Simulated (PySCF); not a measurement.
PySCF 2.14.0, WB97X/def2-svpd, df: Si(H)(OH)(SiH3)2 (O[SiH]([SiH3])[SiH3]), 12 atoms. The geometry is a generated start, not checked to be a minimum at this level.

```yaml
task: energy
method: wb97x
basis: def2-svpd
two_electron_scheme: density fitting
mol.max_memory: 3000 MB
mf.max_cycle: 100
mf.init_guess: minao (default)
mf.DIIS: CDIIS (default)
mf.diis_space: 8 (default)
mf.conv_tol: 1e-09 (default)
mf.grids.level: 3 (default)
basis_functions: 159
grid_points: 150088
```

```xyz
12

Si     0.1672    -0.6502    -0.4139
O      0.0135    -2.0648     0.4059
Si     1.8377     0.6496     0.5364
Si    -1.8911     0.3983    -0.6005
H      0.5958    -1.2287    -1.6953
H     -0.2383    -2.1246     1.3214
H      1.5771     0.9267     1.9573
H      3.1932     0.0929     0.5013
H      1.9052     1.9540    -0.1292
H     -2.4556     0.7352     0.7164
H     -1.7569     1.6683    -1.3203
H     -2.9477    -0.3568    -1.2795
```

One run each on 2 threads, 1 BLAS thread. Values of level_shift (Hartree) tried: 0 (default), 0.1, 0.3, 1.

Task: Predict the course of the Fock builds along this series.

Result: Fewest Fock builds, within one of each other: 0 (default) with 11, 0.1 with 12. The count rises to 26 at 1. All converge to one solution.

```tsv
level_shift (Hartree)	Fock builds	end
0 (default)	11	same solution
0.1	12	same solution
0.3	15	same solution
1	26	same solution
```
